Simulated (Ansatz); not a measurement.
For CdTe (model structure, from the CsCl type, Pm-3m, No. 221), PBEsol in Ansatz (PAW) gives:

```
Quantity                    Result
-------------------  -------------
lattice parameter a        3.700 Å
formation enthalpy   0.080 eV/atom
```

Problem. What does PBE-D3(BJ) in Ansatz (plane waves, PAW) give for the same quantities?

Solution. 
- lattice constant a: 3.715 Å (grows by 0.4 %)
- formation enthalpy: 0.057 eV/atom (shrinks by 0.023 eV/atom)

Changes are worked out from the printed values.

Unless a cell is named, each level is at its own relaxed cell (PBEsol 25.32, PBE-D3(BJ) 25.63 Å³/atom).

Levels without +SOC leave out spin–orbit coupling, which shifts energies and cells of such heavy elements.

Ansatz's density-functional and Hartree–Fock values are scalar-relativistic unless marked +SOC, with PAW data made under PBE.

A model structure was made by putting elements into a prototype or built by hand; it is no filed structure, need not be a known phase, and can be a saddle point held by its symmetry.

Ansatz is a first-principles code.
